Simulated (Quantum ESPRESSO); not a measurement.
Troubleshooting Quantum ESPRESSO: a failed run on Co (P6_3/mmc, 2 atoms in the cell). The aim is a self-consistent single point with DFT, LDA (PZ), plane waves, PSlibrary ultrasoft (LDA) pseudopotentials.

Cell that was meant: a = 2.5197 Å, b = 2.5197 Å, c = 4.0987 Å, α = 90.00°, β = 90.00°, γ = 120.00°.

Part of the input:

```fortran
   0.0000000000     0.0000000000     4.0987480000
ATOMIC_POSITIONS angstrom
Co    0.0000000000    1.4547552901    1.0246870000
Co1    1.2598550375    0.7273776450    3.0740610000
K_POINTS automatic
15 15 8  1 1 1
```

Output (repeated stretches shortened):

```
     This program is part of the open-source Quantum ESPRESSO suite
     for quantum simulation of materials; please cite

 %%%%%%%%%%%%%%%%%%%%%%%%%%%%%%%%%%%%%%%%%%%%%%%%%%%%%%%%%%%%%%%%%%%%%%%%%%%%%%
     Error in routine read_cards (2):
     species Co1 in ATOMIC_POSITIONS is nonexistent
 %%%%%%%%%%%%%%%%%%%%%%%%%%%%%%%%%%%%%%%%%%%%%%%%%%%%%%%%%%%%%%%%%%%%%%%%%%%%%%

     stopping ...
```

Problem. From the messages shown, name the fault and mend the input.

Solution. The fault is an atom label that is not in the list of species. Labels in the positions must match the species card. To fix it, correct the label. The program stopped before any SCF iteration.

An input that runs soundly differs in these lines (not the only fix; some lines may just follow from the change or write a value another way):
```diff
-Co1    1.2598550375    0.7273776450    3.0740610000
+Co    1.2598550375    0.7273776450    3.0740610000
```

With that input, the run converged in 16 iterations: free energy E − TS -2065.0242 eV; Fermi level (on the code's own zero) 12.83 eV; pressure -24.49 GPa; size of the cell's spin moment 3.22 μB; site moments (μB, in the program's spheres or projections) Co 1.67, Co 1.67 (DFT, LDA (PZ), plane waves, PSlibrary ultrasoft (LDA) pseudopotentials).

On the sound input: the starting cell comes from a database of computed structures (which also holds hypothetical and non-ambient phases and stackings), without a prior relaxation at this level. Its lattice was rescaled by a random factor within 2.5 % of one. The magnetic order is the one reached from the typed start; others were not searched systematically. With a pressure of about -24 GPa the cell is away from its equilibrium volume at this level.
